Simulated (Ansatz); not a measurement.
# A computed series for ZnO: pressure series

Start from ZnO in the wurtzite structure (space group P6_3mc, No. 186; a = 3.235 Å, c = 5.211 Å).

Cell and atoms are relaxed at each pressure.

All numbers come from Ansatz (a quantum-chemistry and plane-wave program), r2SCAN, PAW, cutoff 500 eV, no spin-orbit coupling.

| case | density | width of the top valence band |
|---|---|---|
| base | 5.72 g/cm³ | 1.83 eV |
| pressure −2 GPa | 5.65 g/cm³ | 1.80 eV |
| pressure −1 GPa | 5.69 g/cm³ | 1.81 eV |
| pressure 0.9 GPa | 5.76 g/cm³ | 1.84 eV |
| pressure 2.1 GPa | 5.80 g/cm³ | 1.86 eV |
| pressure 4.5 GPa | 5.89 g/cm³ | 1.89 eV |
| pressure 9 GPa | 6.04 g/cm³ | 1.95 eV |
| pressure 15 GPa | 6.22 g/cm³ | 2.02 eV |
| pressure 22.5 GPa | 6.43 g/cm³ | 2.10 eV |
| pressure 30 GPa | ? | ? |

Question: What belongs in the blanks?

Answer: 
- pressure 30 GPa, density: 6.62 g/cm³
- pressure 30 GPa, width of the top valence band: 2.20 eV

The levels and masses belong to the bands next to the band gap. Load acts through the strain it causes; cell and atoms are relaxed under it. Stability against distortions was not tested. Measured, ZnO leaves this structure (for rock salt) near 9.1 GPa (temperature not stated; as listed in Datta, Sujoy, Jana, Debnarayan, arXiv (2020)), on rising pressure, with hysteresis.
